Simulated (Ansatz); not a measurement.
Ni₃Sn (P6_3/mmc): band-structure transport figures

Data:

```
Ni3Sn
1.0
    5.23153     0.00000     0.00000
   -2.61577     4.53064     0.00000
    0.00000     0.00000     4.19268
Ni Sn
6 2
Direct
  0.84051   0.68102   0.25000
  0.15949   0.31898   0.75000
  0.15949   0.84051   0.75000
  0.84051   0.15949   0.25000
  0.31898   0.15949   0.25000
  0.68102   0.84051   0.75000
  0.33333   0.66667   0.25000
  0.66667   0.33333   0.75000
```

These are PBEsol, rigid bands (plane waves, PAW, scalar-relativistic; Ansatz, a program for electronic structure) values and carry that method's errors. Geometry: cell and atoms relaxed with PBEsol.

```yaml
density of states at the Fermi level: 4.23 states/(eV·cell), both spins
bare Sommerfeld coefficient: 1.25 mJ/(mol of atoms·K²)
drude_plasma_energy: 3.3 (x), 3.3 (y), 5.2 (z) eV
root-mean-square Fermi velocity: 3.8e5 m/s
resistivity times τ: 46 (x), 46 (y), 18.1 (z) ×10⁻²² Ω·m·s
```

A metal at this level (no band gap); rigid bands, thermally averaged at 300 K, both spins. Spin-orbit coupling is left out. τ is one relaxation time for all states.

Treated as nonmagnetic (a ferromagnetic start lost its moment, other orders weren't tried): Ni3Sn (P6_3/mmc).
